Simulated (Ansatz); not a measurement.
Output of an Ansatz run (abridged):

```
WARN ansatz: RAYON_NUM_THREADS=1 ignored (pool sized by the plan → 1); use --threads N
Pseudopotentials: kind: paw
Pseudopotential: Te, paw, valence charge 16
Crystal: 3 atoms, lattice volume = 100.629 Å³
Basis set: ecut = 420 eV, 1969 PW (Γ)
Bands: 29, of which v1, the nominal top of the filled ones, is band 24 counted from 1 (23 counted from 0)
Symmetry: 2 space group operations
Space group: C2 (ITA 5), of the structure as read, at distance tolerance 4.7e-5 Å
k-points: 34 of 108 (time reversal used)
PAW frozen core: Te, regenerated for the run's functional, and the local potential with it
Initial density: superposition of atomic densities (neutral atoms: chi_scale 0, normalization atom), corrected by the library's trained network
Initial wavefunctions: pseudopotential atomic-orbital guess
Eigensolver: davidson
Functional: x = slater, c = lda
SCF iter   1: F=—  HF=-20481.507578 eV  |F-HF|=—  |Δ(HF+E_count)|=         —  Δρ=4.30e-3  dr2=6.76e-3  ethr=1.77e-3  ⟨swp⟩=7.7  Hψ=4664  notcnv=0
all-band conjugate gradients solve this SCF's bands
preconditioner: auto → Resta (q_TF=auto, 2.412 Å⁻¹)
SCF iter   2: F=—  HF=-20481.503075 eV  |F-HF|=—  |Δ(HF+E_count)|=   4.50e-3  Δρ=2.36e-3  dr2=2.25e-3  ethr=1.41e-5  ⟨swp⟩=2.2  Hψ=1694  notcnv=0  defer=25
SCF iter   3: F=—  HF=-20481.502434 eV  |F-HF|=—  |Δ(HF+E_count)|=   6.41e-4  Δρ=3.04e-4  dr2=1.02e-4  ethr=4.68e-6  ⟨swp⟩=2.1  Hψ=1702  notcnv=0  defer=25
SCF iter   4: F=—  HF=-20481.502385 eV  |F-HF|=—  |Δ(HF+E_count)|=   4.90e-5  Δρ=9.94e-5  dr2=7.18e-6  ethr=2.11e-7  ⟨swp⟩=2.0  Hψ=1774  notcnv=0  defer=25
SCF iter   5: F=—  HF=-20481.502392 eV  |F-HF|=—  |Δ(HF+E_count)|=   6.09e-6  Δρ=3.48e-5  dr2=1.21e-6  ethr=1.50e-8  ⟨swp⟩=2.9  Hψ=1845  notcnv=0  defer=25
SCF iter   6: F=—  HF=-20481.502392 eV  |F-HF|=—  |Δ(HF+E_count)|=   4.15e-7  Δρ=9.61e-6  dr2=1.06e-7  ethr=2.52e-9  ⟨swp⟩=2.2  Hψ=1780  notcnv=0  defer=25
SCF iter   7: F=-20481.502392 eV  HF=-20481.502392 eV  |F-HF|=4.67e-9  |Δ(HF+E_count)|=   2.81e-8  Δρ=2.21e-6  dr2=6.55e-9  ethr=2.08e-10  ⟨swp⟩=8.1  Hψ=3999  notcnv=0
SCF 1 converged in 7 iterations: F = -20481.502392 eV  dr2 = 6.55e-9
SCF converged after 7 iterations
Free energy (F): -20481.502392 eV
Harris-Foulkes:  -20481.502392 eV  (|F-HF|=4.67e-9)
Internal energy: -20481.502392 eV  (E = F + TS)
E sigma→0 (E₀):  -20481.502392 eV
Fermi energy:    8.819057 eV
--- Per-component energies (eV) ---
  E_band       = -803.427408
  E_kinetic    = 545.036850
  E_local      = -3851.523039  (includes V_loc(G=0)·N_el)
  E_nonlocal   = -914.588854
  E_hartree    = 2439.162188
  E_xc         = -371.600315
  E_vxc        = -314.512877  (∫ρ·V_xc dr)
  E_paw        = -13529.158579  (= ΣΔE_a)
  E_vpaw       = -1146.168087  (= ΣTr[D̂ρ^β])
  E_aug_tail   = -0.000570  (compensation charges beyond the density's cutoff)
  E_ewald      = -4800.866057
  E_core_change = 2.035984  (= ΣΔE_core)
  E_smearing   = -0.000000  (= −TS)
  E_closure    = 0.000000  (closes the sum)
  Σ components = -20481.502392   (vs F -20481.502392, Δ=0.00e0)
--- Forces (eV/Å), atoms counted from 1 ---
  atom   1  Te     0.25918849     0.31311590    -0.05235454
  atom   2  Te    -0.51837811     0.00000000     0.00000000
  atom   3  Te     0.25918849    -0.31311590     0.05235454
  max |Σ_I F_I| component: 1.13e-6 eV/Å
--- Stress (GPa, compression-positive) ---
       -0.185600       0.000000       0.000000
        0.000000      -0.590462      -0.327891
        0.000000      -0.327892       0.180967
  P = ⅓ Tr σ = -0.1984 GPa (-1.984 kbar)
  The stress holds the Pulay correction. Without it, at fixed plane waves, as pw.x and ABINIT print it: P = -0.2368 GPa
--- Band table (eV; the first three rows and the last of 34) ---
  k-point 0: bands = ["-28.6929", "-28.6853", "-28.6262", "-28.6179", "-28.6173", "-28.5366", "-28.4831", "-28.4693", "-28.4681", "-28.4422", "-28.4319", "-28.4319", "-28.4213", "-28.3878", "-28.3812", "-5.2326", "-1.8497", "-1.8106", "5.4709", [...]
  k-point 1: bands = ["-28.7119", "-28.6549", "-28.6315", "-28.6280", "-28.5966", "-28.5607", "-28.4840", "-28.4720", "-28.4626", "-28.4430", "-28.4334", "-28.4310", "-28.4094", "-28.3905", "-28.3836", "-4.8229", "-3.6326", "0.0131", "4.7206", [...]
  k-point 2: bands = ["-28.6919", "-28.6845", "-28.6261", "-28.6175", "-28.6170", "-28.5371", "-28.4833", "-28.4694", "-28.4675", "-28.4425", "-28.4327", "-28.4311", "-28.4251", "-28.3864", "-28.3803", "-5.0544", "-1.8840", "-1.7803", "4.4168", [...]
  k-point 33: bands = ["-28.7108", "-28.6509", "-28.6307", "-28.6247", "-28.5954", "-28.5603", "-28.4846", "-28.4739", "-28.4604", "-28.4441", "-28.4353", "-28.4282", "-28.4213", "-28.3987", "-28.3710", "-3.9477", "-3.0580", "-1.4001", "3.0464", [...]
```

The structure:

```xyz
3
Lattice="2.2189 -3.8432 0.0000 2.2189 3.8432 0.0000 0.0000 0.0000 5.9004" Properties=species:S:1:pos:R:3 pbc="T T T"
Te     0.5836     1.0108     3.9336
Te     3.3206     0.0000     0.0000
Te     0.5836    -1.0108     1.9668
```

Q: Write an input that gives this output.

A: Other spellings and defaults could give the same log, and not every line can be read from it. The input that was run (DFT, LDA (PW92), plane waves, default PAW files made with PBE):

Ansatz 0.2 input:
```yaml
# Te
crystal:
  lattice:
    - [2.218850, -3.843161, 0.000000]
    - [2.218850, 3.843161, 0.000000]
    - [0.000000, 0.000000, 5.900350]
  atoms:
    - { symbol: Te, position: [0.000000, 0.263000, 0.666667] }
    - { symbol: Te, position: [0.748267, 0.748267, 0.000000] }
    - { symbol: Te, position: [0.263000, 0.000000, 0.333333] }
basis:
  ecutwfc: 420.0
kpoints:
  mp_grid:
    grid: [6, 6, 3]
hamiltonian:
  xc: lda
  pseudopotentials:
    kind: paw
scf:
  occupations:
    method: fermi_dirac
    width: 0.02
output:
  forces: true
  eigenvalues: true
  stress: true
```

The starting cell has typed, rounded lattice constants, without a prior relaxation at this level. Its lattice was rescaled by up to half a per cent. One atom was moved a little off its site on purpose. Spin-orbit coupling is off. Ansatz's pressure includes its estimate of the finite-basis (Pulay) stress.

Ansatz is a program for electronic structure.
